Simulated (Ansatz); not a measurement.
ZnGeP2: isotropic strain −0.84 %

Take ZnGeP₂ in the chalcopyrite structure (space group I-42d, No. 122; a = 5.500 Å, c = 10.844 Å) as the base.

Perturbation: an isotropic linear strain of −0.84 %, atoms relaxed at fixed cell.

Computed with plane-wave PAW DFT at the PBE level (Ansatz, a quantum-chemistry and plane-wave program, 420 eV), without spin-orbit coupling. k-mesh 9×9×9 (Γ-centred); smearing 0.05 eV (Fermi–Dirac).

The volume per atom drops by 0.51 Å³ to 19.99 Å³ and the space group remains I-42d (No. 122). The energy grows by 3.1 meV/atom and the pressure (mean of the normal stresses, compression positive) goes from zero to 2.00 GPa. The band gap increases by 0.052 eV (1.14 eV → 1.20 eV) (an upper bound: an edge found on the path is not a true extremum; the base alone).

Final structure:

```
CELL_PARAMETERS angstrom
     -2.72685     2.72685     5.37666
      2.72685    -2.72685     5.37666
      2.72685     2.72685    -5.37666
ATOMIC_POSITIONS crystal
  Zn 0.75000 0.25000 0.50000
  Zn 0.00000 0.00000 0.00000
  Ge 0.25000 0.75000 0.50000
  Ge 0.50000 0.50000 0.00000
  P  0.12773 0.12500 0.50273
  P  0.62227 0.62500 0.49727
  P  0.37500 0.87227 0.99727
  P  0.87500 0.37773 0.00273
```

Stability against distortions was not tested.
